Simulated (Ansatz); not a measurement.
Base system: ZrO₂ (space group P4_2/nmc, No. 137; a = 3.621 Å, c = 5.284 Å).

Calculations: PBE/PAW in Ansatz (a quantum-chemistry and plane-wave program), no SOC, earlier PAW set.

Base values:

Gap between the host's bands: 4.04 eV
Gap character: indirect, k = (0.231, 0.231, 0) in the run's primitive reciprocal basis → Γ

Perturbation: 0.139 electrons added to each cell, a density of 2.0×10^21 cm⁻³, with a uniform compensating background at fixed cell and a 300 K Fermi–Dirac width.

Task: Predict the new gap between the host's bands.

Result: The gap between the host's bands rises by 0.05 eV, from 4.04 eV to 4.09 eV.

Task: How does this affect the Fermi level from band edge?

Result: The Fermi level relative to the doped band's edge (positive inside the band; to 0.05 eV) amounts to +0.40 eV.

Task: How does this affect the gap character?

Result: The gap character stays indirect, k = (0.231, 0.231, 0) in the run's primitive reciprocal basis → Γ.

Charged cell with a jellium background: band edges are those of the host's band count, energies are not comparable with the neutral cell, and many-body gap narrowing is missing. No phonon test of stability was made. This is not the structure that ZrO2 has at room temperature and ambient pressure.
